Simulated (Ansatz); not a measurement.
# Point defect Cl on the Ag site (Cl_Ag) in fcc Ag

Computed with PBE, PAW (plane waves to 420 eV; Ansatz, a first-principles code). Set-up: 32-site cell; 6×6×6 shifted k-points; start: the Ag site; not converged in cell size; the relaxation kept the symmetry of the starting site.

Neighbours after relaxation, in Å: of the Cl atom: Ag 2.98, Ag 2.98, Ag 2.98, Ag 2.98, Ag 2.98, Ag 2.98, Ag 2.98, Ag 2.98 (the shell may go on).

Formation energies E_f are those of the neutral cell. Chemical conditions: impurity bounded by its compound with the host (Δμ(Ag) = 0.00 eV, Δμ(Cl) = -0.90 eV, bounded by rock-salt AgCl; only phases computed here count, gases as isolated molecules at 0 K). Reference phases: Ag: fcc Ag, Cl: Cl2 molecule in a box.

```
charge         moment (μB)  point group  largest move off a lattice site (Å)  E_f, impurity bounded by its compound with the host (eV)
------  ------------------  -----------  -----------------------------------  --------------------------------------------------------
0       not spin-polarised           Oh                                 0.05                                                      1.16
```

Point groups are those of the whole cell at tolerances of 0.03 and 0.1 Å ("near" where only the looser one holds); none is given for unsettled states.

All states together cost very roughly 7 core-minutes.
